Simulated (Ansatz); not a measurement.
The parent structure is SrTiO₃ in the cubic perovskite structure (space group Pm-3m, No. 221; a = 3.891 Å). Axes: x, y, z lie along the cube axes.

Level of theory: Ansatz (a first-principles code) PBEsol, spin-orbit coupling left out.

Strains are applied to the cell and any free atomic positions relax.

One change was made to it. Results:

```csv
quantity,base,after
smallest direct gap,2.19 eV,2.18 eV
energy relative to the base (free energy F),0 meV/atom,+1.9 meV/atom
```

Problem. Which of these changes matches the shifts?
A. uniaxial strain ε_zz = −2.40 %
B. uniaxial strain ε_zz = −1.20 %
C. uniaxial strain ε_zz = −1.80 %
D. uniaxial strain ε_zz = −0.60 %
E. uniaxial strain ε_zz = −3.00 %

Solution. B, uniaxial strain ε_zz = −1.20 %. For comparison, the energy relative to the base in the other runs: uniaxial strain ε_zz = −2.40 % gives +8.1 meV/atom; uniaxial strain ε_zz = −0.60 % gives +0.5 meV/atom; uniaxial strain ε_zz = −1.80 % gives +4.4 meV/atom; uniaxial strain ε_zz = −3.00 % gives +13 meV/atom.

Whether these cells are dynamically stable was not tested. The final runs are not spin-polarised. Many cubic perovskites are stable only at high temperature; tilts and polar distortions were not tested.
